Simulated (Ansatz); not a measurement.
# Worked sum: reaction energy

We look at the reaction energy. Reaction: NaCl (rock salt) + Li (bcc) → LiCl (rock salt) + Na (bcc). The sign is products less reactants.

LiCl (rock salt, Fm-3m), 2 atoms in the cell. Conventional cell: a = b = c = 5.149 Å, α = β = γ = 90.00°.

NaCl (rock salt, Fm-3m), 2 atoms in the cell. Conventional cell: a = b = c = 5.6924 Å, α = β = γ = 90.00°.

Ansatz (a quantum-chemistry and plane-wave program) with PAW potentials; structures come from PBE relaxations, nuclei static, no net charge. Ansatz runs with its default PAW set. Other levels take these structures. The lattices are those relaxed with PBE, so at other levels the solids can be strained, which adds to the spread.

Total energies of the cells in eV, at zero smearing width. They compare only within one column; the weights balance every element.

```tsv
cell	atoms	weight	r2SCAN+D4	PBEsol
LiCl (rock salt)	2	+1	-1292.88627	-1267.47294
Na (bcc)	1	+1	-1488.61919	-1475.86878
NaCl (rock salt)	2	−1	-2576.39724	-2540.27884
Li (bcc)	1	−1	-205.14019	-202.99788
```

r2SCAN+D4: (-1292.88627) + (-1488.61919) − (-2576.39724) − (-205.14019) = 0.032 eV.

PBEsol: (-1267.47294) + (-1475.86878) − (-2540.27884) − (-202.99788) = -0.065 eV.

What follows from the r2SCAN+D4 value: Per mole of the reaction as written, 0.032 eV × 96.485 = 3.1 kJ.
